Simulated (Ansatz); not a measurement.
Base system: Nb5Si3 (space group I4/mcm, No. 140).

```yaml
crystal:
  lattice:
    - [-3.27432, 3.27432, 5.90315]
    - [3.27432, -3.27432, 5.90315]
    - [3.27432, 3.27432, -5.90315]
  atoms:
    - { symbol: Nb, position: [0.01690, 0.18471, 0.50000] }
    - { symbol: Nb, position: [0.98310, 0.81529, 0.50000] }
    - { symbol: Nb, position: [0.18471, 0.68471, 0.16781] }
    - { symbol: Nb, position: [0.81529, 0.31529, 0.83219] }
    - { symbol: Nb, position: [0.68471, 0.51690, 0.50000] }
    - { symbol: Nb, position: [0.31529, 0.48310, 0.50000] }
    - { symbol: Nb, position: [0.51690, 0.01690, 0.83219] }
    - { symbol: Nb, position: [0.48310, 0.98310, 0.16781] }
    - { symbol: Nb, position: [0.50000, 0.50000, 0.00000] }
    - { symbol: Nb, position: [0.00000, 0.00000, 0.00000] }
    - { symbol: Si, position: [0.12935, 0.62935, 0.75870] }
    - { symbol: Si, position: [0.87065, 0.37065, 0.24130] }
    - { symbol: Si, position: [0.62935, 0.87065, 0.50000] }
    - { symbol: Si, position: [0.37065, 0.12935, 0.50000] }
    - { symbol: Si, position: [0.75000, 0.75000, 0.00000] }
    - { symbol: Si, position: [0.25000, 0.25000, 0.00000] }
```

The values are results of Ansatz (a first-principles code), PBEsol, PAW, cutoff 420 eV, no spin-orbit coupling, not measurements.

For the base:

```
Property            Value
---------------  --------
Volume per atom  15.82 Å³
```

Modification: cell and atoms relaxed at a pressure of 0.3 GPa.

Problem. Estimate the effect on the volume per atom.

Solution. The volume per atom drops by 0.02 Å³ to 15.80 Å³.

Load acts through the strain it causes; cell and atoms are relaxed under it. Stability against distortions was not tested. All final runs are without spin polarisation.
